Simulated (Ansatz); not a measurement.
Take Sn (space group I4_1/amd, No. 141; a = 5.8862 Å, c = 3.1837 Å) as the base.

Level of theory: Kohn–Sham DFT with the r2SCAN functional, run in Ansatz (a quantum-chemistry and plane-wave program) with PAW and 500 eV plane waves, without spin-orbit coupling.

Before the change:

- Volume per atom: 27.58 Å³
- c/a ratio: 0.541

Now apply this change: full substitution Sn → Ga; the structure is relaxed again.

Tabulated Pauling electronegativity and covalent radius: Sn 1.96, 1.39 Å; Ga 1.81, 1.22 Å.

Problem. What does the calculation give for the volume per atom and c/a ratio after the change?

Solution. The volume per atom drops by 8.90 Å³ to 18.68 Å³; the c/a ratio shrinks by 0.026, from 0.541 to 0.515.

No phonon test of stability was made. As relaxed here, Ga is a hypothetical phase, not in the database extracts checked.
